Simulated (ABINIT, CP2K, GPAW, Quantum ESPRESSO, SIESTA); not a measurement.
One structure in several programs: Pb (Im-3m, 1 atom in the cell)

Self-consistent single point.

```
Pb
1.0
   -1.97966     1.97966     1.97966
    1.97966    -1.97966     1.97966
    1.97966     1.97966    -1.97966
Pb
1
Direct
  0.00000   0.00000   0.00000
```

All programs got the same cell, k-point mesh and kind of occupations (in Quantum ESPRESSO's words: occupations = smearing; smearing = fermi-dirac; degauss = 0.0073499 Ry; K_POINTS = automatic 15 15 15 0 0 0); potentials, basis and cutoffs are each program's usual ones.

| code | model | pressure (GPa) | k-points | cutoff |
|---|---|---|---|---|
| Quantum ESPRESSO | PBEsol, PseudoDojo standard norm-conserving (PBESOL) pseudopotentials | -1.56 | 120 | 65 Ry |
| ABINIT | PBEsol, norm-conserving pseudopotentials (PseudoDojo nc-sr-04 PBEsol standard) | -1.57 | 120 | 31 Ha |
| SIESTA | GGA PBEsol, numerical atomic orbitals DZP, PseudoDojo PBEsol standard norm-conserving potentials (rewritten from UPF to PSML) | -1.44 | 1688 | grid 400 Ry |
| GPAW | PBEsol, GPAW PAW datasets PBEsol (made by gpaw-setup) | -1.79 | 120 | 550 eV |
| CP2K | PBEsol, GPW, DZVP-MOLOPT-SR-GTH basis, GTH-PBE potentials (GTH_POTENTIALS) | 0.67 | 1688 | grid 400 Ry |

The spread over the programs that give each value: pressure within 2.46 GPa.

The starting cell comes from a database of computed structures (which also holds hypothetical and non-ambient phases and stackings), without a prior relaxation at this level. On Quantum ESPRESSO's run: Spin-orbit coupling is off.

**Question.** Why do the programs differ, and what cannot be compared?

**Answer.** Differences of this kind can come from the potentials, where these differ, and from what each basis and cutoff leave unconverged. The valence holds different numbers of electrons (Quantum ESPRESSO 14, ABINIT 14, SIESTA 14, GPAW 14, CP2K 4). The zero of total energies and Fermi levels follows the potentials and each program's conventions, so they are not compared here. SIESTA and CP2K use small atom-centred bases, whose incompleteness enters pressures, forces and empty levels differently from a plane-wave cutoff. The programs reduce the same mesh by symmetry to different extents, which changes the work and not the result. In the pressure, CP2K (by 2.24) lies more than 1 GPa from the median of the plane-wave programs.

Left out of this page: Elk and FLEUR (not drawn, or without a comparable value).
